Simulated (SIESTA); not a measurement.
A self-consistent single point of NbC (Fm-3m, 2 atoms in the cell) with SIESTA.

Method: GGA PBEsol, numerical atomic orbitals DZP, PseudoDojo PBEsol standard norm-conserving potentials (rewritten from UPF to PSML) run with SIESTA 5.4.2.

The change in words: lattice scaled by 0.98. Reference geometry:
```
CELL_PARAMETERS angstrom
      0.00000     2.25405     2.25405
      2.25405     0.00000     2.25405
      2.25405     2.25405     0.00000
ATOMIC_POSITIONS crystal
  Nb 0.00000 0.00000 0.00000
  C  0.50000 0.50000 0.50000
```

Reference input (self-consistent single point, DFT, GGA PBEsol, numerical atomic orbitals DZP, PseudoDojo PBEsol standard norm-conserving potentials (rewritten from UPF to PSML)): XC.functional = GGA; XC.authors = PBEsol; potentials = PseudoDojo PBEsol standard; PAO.BasisSize = DZP; PAO.EnergyShift = 0.01 Ry; MeshCutoff = 300 Ry; kgrid.MonkhorstPack = 17 17 17; OccupationFunction = MP; OccupationMPOrder = 0; ElectronicTemperature = 100 meV; MaxSCFIterations = 150; SCF.Mixer.Method = Pulay. This run's input differs from it in these lines:

```diff
@@ -10,7 +10,7 @@
 %endblock ChemicalSpeciesLabel
-LatticeConstant              3.187701 Ang
+LatticeConstant              3.123947 Ang
 %block LatticeVectors
-     0.000000000    0.707106783    0.707106783
-     0.707106783    0.000000000    0.707106783
-     0.707106783    0.707106783    0.000000000
+     0.000000000    0.707106747    0.707106747
+     0.707106747    0.000000000    0.707106747
+     0.707106747    0.707106747    0.000000000
 %endblock LatticeVectors
@@ -19,3 +19,3 @@
      0.000000000    0.000000000    0.000000000  1
-     2.254045000    2.254045000    2.254045000  2
+     2.208964000    2.208964000    2.208964000  2
 %endblock AtomicCoordinatesAndAtomicSpecies
```

Output, abridged:

```
        iscf     Eharris(eV)        E_KS(eV)     FreeEng(eV)     dDmax    Ef(eV) dHmax(eV)
   scf:    1    -1821.166659    -1848.545792    -1848.548358  0.525860 -2.891252 10.829259
   scf:    2    -1861.592658    -1857.184256    -1857.188578  0.249636 -3.152801  3.241075
   scf:    3    -1857.662987    -1857.559786    -1857.562637  0.100595 -3.431890  0.757784
   scf:    4    -1857.594372    -1857.586010    -1857.588884  0.061673 -3.628802  0.346064
   scf:    5    -1857.563720    -1857.575702    -1857.578541  0.008693 -3.595701  0.568074
   scf:    6    -1857.598637    -1857.592232    -1857.595174  0.020818 -3.684569  0.026246
   scf:    7    -1857.592280    -1857.592278    -1857.595225  0.001019 -3.686909  0.002998
   scf:    8    -1857.592279    -1857.592279    -1857.595225  0.000196 -3.687110  0.001719
mix: Pulay -- inversion failed, > SVD [rank/size] 4 / 7
   scf:    9    -1857.592279    -1857.592279    -1857.595226  0.000082 -3.687307  0.000395
SCF Convergence by DM+H criterion
max |DM_out - DM_in|         :     0.0000823694
max |H_out - H_in|      (eV) :     0.0003950066
SCF cycle converged after 9 iterations

Using DM_out to compute the final energy and forces

siesta: E_KS(eV) =            -1857.5923

siesta: E_KS - E_eggbox =     -1857.5923

siesta: Atomic forces (eV/Ang):
     1    0.000000    0.000000    0.000000
     2    0.000000    0.000000    0.000000
   Tot    0.000000    0.000000    0.000000
   Max    0.000000
   Res    0.000000    sqrt( Sum f_i^2 / 3N )
   Max    0.000000    constrained

Stress tensor Voigt[x,y,z,yz,xz,xy] (kbar):      -96.34      -96.34      -96.34       -0.04       -0.04       -0.04
(Free)E + p*V (eV/cell)    -1856.2989
Target enthalpy (eV/cell)    -1857.5952

siesta: Program's energy decomposition (eV):
siesta: FreeEng =     -1857.595226

   [... lines left out ...]
siesta: Cell volume =         21.557377 Ang**3
siesta:          96.34388473         96.34388335  kBar
   [... lines left out ...]
               2s      2s      2py     2pz     2px     2py     2pz     2px
               3Pdxy   3Pdyz   3Pdz2   3Pdxz   3Pdx2-y2
   2  4.693   1.521  -0.001   0.846   0.846   0.846   0.156   0.156   0.156
              0.037   0.037   0.029   0.037   0.029

mulliken: Qtot =       17.000

Mulliken Atomic Populations:
Atom #   charge [q] valence [e]  Species
     1     0.693264   12.306736  Nb
     2    -0.693264    4.693264  C
 Total    -0.000000
```

The run converged in 9 iterations. Against the reference run the free energy falls by 2.5 meV/atom and the pressure goes from -9.93 to 9.63 GPa.

The starting cell comes from a database of computed structures (which also holds hypothetical and non-ambient phases and stackings), without a prior relaxation at this level. For this run, on top of that: lattice scaled by 0.98. Spin polarisation is off. Values carry the incompleteness of an atom-centred basis. With a pressure of about 10 GPa the cell is away from its equilibrium volume at this level.

Cost on one core of a shared machine: roughly 70 s.
